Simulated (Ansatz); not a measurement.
Bond-angle distributions (per cent of the angles at each element, bins of 10°) of a relaxed model of amorphous hafnium silicate (Hf18O38Si) at 8.61 g/cm³. Method: PBE, scalar-relativistic without spin-orbit coupling (plane waves to 420 eV, PAW; Ansatz, a first-principles code).

The cell was made by melting and quenching with the CHGNet potential and then relaxed with DFT. O atoms were pushed apart under 1.9 Å during the dynamics, to hinder bonds among them. The hot cell started wider than the set density and was brought back towards it in steps. It is the lowest in DFT energy of 2 quenches. It is a model cell: composition and starting density were chosen by hand, and all elements were melted together. No dispersion term was used. Its density started from a set value of 8.61 and ended at 8.61 g/cm³. The simulated quench (nominally 380 K/ps over its main leg) is rapid and tends to freeze in more defects than a deposited or slowly cooled glass has. Values belong to this one cell and scatter from quench to quench. The volume was held where the preparation left it and the shape relaxed, at a PBE pressure of -2.1 GPa (tension). Stress components on the final sampling reach 2.1 GPa.

Neighbours within Hf-Hf 3.34 Å, Hf-O 2.60 Å, Hf-Si 2.89 Å, O-O 1.58 Å, O-Si 2.12 Å, Si-Si 2.60 Å count as bonded. Two cations that share two anions don't count as bonded, nor two that share one unless they lie closer than Hf-Hf 3.25 Å, Hf-Si 2.81 Å, Si-Si 2.38 Å.

```json
[
 {"angle (°)": "50-60", "at Hf": "0", "at O": "0"},
 {"angle (°)": "60-70", "at Hf": "5", "at O": "0"},
 {"angle (°)": "70-80", "at Hf": "24", "at O": "0"},
 {"angle (°)": "80-90", "at Hf": "18", "at O": "2"},
 {"angle (°)": "90-100", "at Hf": "9", "at O": "13"},
 {"angle (°)": "100-110", "at Hf": "8", "at O": "37"},
 {"angle (°)": "110-120", "at Hf": "6", "at O": "17"},
 {"angle (°)": "120-130", "at Hf": "7", "at O": "10"},
 {"angle (°)": "130-140", "at Hf": "8", "at O": "13"},
 {"angle (°)": "140-150", "at Hf": "6", "at O": "7"},
 {"angle (°)": "150-160", "at Hf": "6", "at O": "2"},
 {"angle (°)": "160-170", "at Hf": "2", "at O": "0"},
 {"angle (°)": "170-180", "at Hf": "0", "at O": "0"}
]
```

They go with these counts of neighbours within the cut-offs, cation contacts included: Hf mean 6.2, most often 6; O mean 3.1, most often 3.
